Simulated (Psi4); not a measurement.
Psi4 1.11, M06-2X/def2-svp: Si(Me)(NMe2)(OSiH3)2 (CN(C)[Si](C)(O[SiH3])O[SiH3]), 24 atoms. The geometry is a generated start, not checked to be a minimum at this level.

```
Property                                                 Result
-------------------------------  ------------------------------
task                                                   gradient
method                                                   m06-2x
basis                                                  def2-svp
memory                                                     7 GB
scf_type                                           df (default)
guess                            auto, which took SAD (default)
diis_max_vecs                                      10 (default)
scf_initial_accelerator                         adiis (default)
e_convergence                                   1e-08 (default)
d_convergence                                   1e-08 (default)
basis functions (reference run)                             213
grid points (reference run)                             4271035
```

```xyz
24

C     -1.9589     0.2586    -1.3280
N     -1.4152     0.1995     0.0083
C     -2.4183    -0.0939     1.0014
Si     0.2647    -0.0138     0.2949
C      0.7342     0.5127     2.0468
O      0.7549    -1.5468     0.0517
Si     1.6977    -2.8274    -0.2498
O      1.0384     0.8595    -0.8334
Si     1.6995     2.2276    -1.3835
H     -1.1663     0.5064    -2.0255
H     -2.7301     1.0337    -1.3790
H     -2.4074    -0.6964    -1.6233
H     -1.9763    -0.0574     1.9912
H     -3.2227     0.6454     0.9434
H     -2.8574    -1.0885     0.8532
H      1.8142     0.5664     2.1442
H      0.3775    -0.1978     2.7855
H      0.3298     1.4882     2.2952
H      0.7547    -3.9026    -0.5564
H      2.4678    -3.0996     0.9668
H      2.5842    -2.5340    -1.3754
H      2.7759     2.6325    -0.4770
H      2.1927     1.8637    -2.7096
H      0.6663     3.2638    -1.4415
```

Yardstick: the run with dft_radial_points = 200, dft_spherical_points = 974, dft_pruning_scheme = none (default), which is not proven converged either. Single runs; times are not shown.

Settings tried, all else as in the reference:
- dft_radial_points = 75 (default), dft_spherical_points = 302 (default)
- dft_radial_points = 99, dft_spherical_points = 590, dft_pruning_scheme = treutler
- dft_radial_points = 99, dft_spherical_points = 590, dft_pruning_scheme = robust
- dft_radial_points = 99, dft_spherical_points = 590
- dft_radial_points = 150, dft_spherical_points = 770
- dft_radial_points = 75 (default), dft_spherical_points = 302 (default), dft_pruning_scheme = robust
- dft_radial_points = 75 (default), dft_spherical_points = 302 (default), dft_pruning_scheme = treutler
- dft_radial_points = 75 (default), dft_spherical_points = 434
- dft_radial_points = 35, dft_spherical_points = 110
- dft_radial_points = 50, dft_spherical_points = 194
- dft_radial_points = 25, dft_spherical_points = 50

Question: Sort the settings: which keep to the reference within 1.0 meV/atom in energy, 10 meV/Å in forces (largest component), and which don't?

Answer: Within it: dft_radial_points = 150, dft_spherical_points = 770; dft_radial_points = 99, dft_spherical_points = 590, dft_pruning_scheme = robust; dft_radial_points = 99, dft_spherical_points = 590. At the edge (between 0.75 and 1.33 times the tolerance): dft_radial_points = 75 (default), dft_spherical_points = 434. Outside: dft_radial_points = 75 (default), dft_spherical_points = 302 (default), dft_pruning_scheme = robust; dft_radial_points = 75 (default), dft_spherical_points = 302 (default); dft_radial_points = 75 (default), dft_spherical_points = 302 (default), dft_pruning_scheme = treutler; dft_radial_points = 99, dft_spherical_points = 590, dft_pruning_scheme = treutler; dft_radial_points = 50, dft_spherical_points = 194; dft_radial_points = 35, dft_spherical_points = 110; dft_radial_points = 25, dft_spherical_points = 50.

| setting | grid points | energy against the reference | difference in forces (largest component) |
|---|---|---|---|
| the reference | 4271035 | — | — |
| dft_radial_points = 150, dft_spherical_points = 770 | 2549024 | −0.0028 meV/atom | 1.4 meV/Å |
| dft_radial_points = 99, dft_spherical_points = 590, dft_pruning_scheme = robust | 898247 | −0.0089 meV/atom | 5.5 meV/Å |
| dft_radial_points = 99, dft_spherical_points = 590 | 1294289 | −0.0086 meV/atom | 5.5 meV/Å |
| dft_radial_points = 75 (default), dft_spherical_points = 434 | 725214 | +0.071 meV/atom | 8.5 meV/Å |
| dft_radial_points = 75 (default), dft_spherical_points = 302 (default), dft_pruning_scheme = robust | 343320 | −0.089 meV/atom | 17 meV/Å |
| dft_radial_points = 75 (default), dft_spherical_points = 302 (default) | 504942 | +0.0082 meV/atom | 19 meV/Å |
| dft_radial_points = 75 (default), dft_spherical_points = 302 (default), dft_pruning_scheme = treutler | 273624 | −0.92 meV/atom | 47 meV/Å |
| dft_radial_points = 99, dft_spherical_points = 590, dft_pruning_scheme = treutler | 662663 | −1.0 meV/atom | 49 meV/Å |
| dft_radial_points = 50, dft_spherical_points = 194 | 219978 | +0.16 meV/atom | 65 meV/Å |
| dft_radial_points = 35, dft_spherical_points = 110 | 87716 | +45 meV/atom | 470 meV/Å |
| dft_radial_points = 25, dft_spherical_points = 50 | 28572 | −290 meV/atom | 1500 meV/Å |

Total energies are compared; such shifts often cancel in part in energy differences. The gradients leave out the derivatives of the grid weights. The tolerance is a choice made for this comparison.
